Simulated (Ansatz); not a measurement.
**Migration barriers: As vacancy in zinc-blende AlAs, charge state +1**

System: As vacancy in zinc-blende AlAs (charge state +1). The numbers are results of PBE, PAW (plane waves to 420 eV; Ansatz, a quantum-chemistry and plane-wave program), not measurements.

Cell of 64 host sites held at the relaxed PBE lattice; one k-point at (0.250, 0.250, 0.250); Fermi-Dirac width 0.01 eV, spin-restricted; finite-size errors left in. Energies are static. The charge state is imposed; whether it is stable for some Fermi level was not computed. Forms of the defect that were not tried may lie lower.

Barriers: single points on a 2×2×2 k-point mesh shifted by half a step at the bands' geometries (they differ from the bands' own by up to 0.05 eV, and are uncertain by about as much).

```
Route                                                     Start site over the lowest site run (eV)  Hop (Å)  Forward barrier (eV)  Backward barrier (eV)                 Neighbours at the start    Neighbours at the saddle  Saddle order  Forward, on the band's own sampling (eV)
--------------------------------------------------------  ----------------------------------------  -------  --------------------  ---------------------  --------------------------------------  --------------------------  ------------  ----------------------------------------
one As atom jumps into the vacancy from a nearby As site                                      0.00     4.09                  2.04                   2.04  Al at 2.42, 2 Al at 2.49, Al at 2.51 Å  Al at 2.36, 2 Al at 2.54 Å   first order                                      2.09
```

Paths come from climbing-image nudged elastic band runs.  

The whole set of runs took very roughly 4 core-hours.
